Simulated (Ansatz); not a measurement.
GaAs under a change: biaxial strain +2.00 %, plane normal [001], relaxed out of plane

The parent structure is GaAs in the zinc blende structure (space group F-43m, No. 216; a = 5.603 Å). Axes: x, y, z lie along the cube axes.

It is then changed as follows: biaxial strain +2.00 %, plane normal [001], relaxed out of plane (Cartesian); in-plane vectors clamped, the third vector and the atoms free.

The values are results of plane-wave PAW DFT at the LDA level (Ansatz, an electronic-structure program, 420 eV), without spin-orbit coupling, not measurements. k-mesh 10×10×10 (Γ-centred); smearing 0.05 eV (Fermi–Dirac).

```tsv
quantity	base	changed	shift
volume per atom	21.98 Å³	22.45 Å³	+0.47 Å³
space group	F-43m (No. 216)	I-4m2 (No. 119)	–
shortest interatomic distance	2.426 Å	2.444 Å	+0.018 Å
energy relative to the base (free energy F)	0 meV/atom	+6.3 meV/atom	+6.3 meV/atom
band gap	0.49 eV	0.18 eV	-0.31 eV
gap character	direct at Γ	direct at Γ	–
valence-band top at Γ (three highest levels, from the VBM)	0.00, 0.00, 0.00 eV	0.00, -0.21, -0.21 eV	–
out-of-plane strain	–	-1.83 %	–
ratio −ε⊥/ε∥	–	0.92	–
mean in-plane stress (compression positive)	–	-2.3 GPa	–
```

Cost of the whole job for the changed cell (relaxation, final SCF and bands): about 40 core-seconds (a rough figure).

No phonon test of stability was made. A zero or small gap of GaAs under biaxial strain +2.00 %, plane normal [001], relaxed out of plane can be the functional's error rather than a property of the material. k-point labels follow each cell's own Brillouin zone.
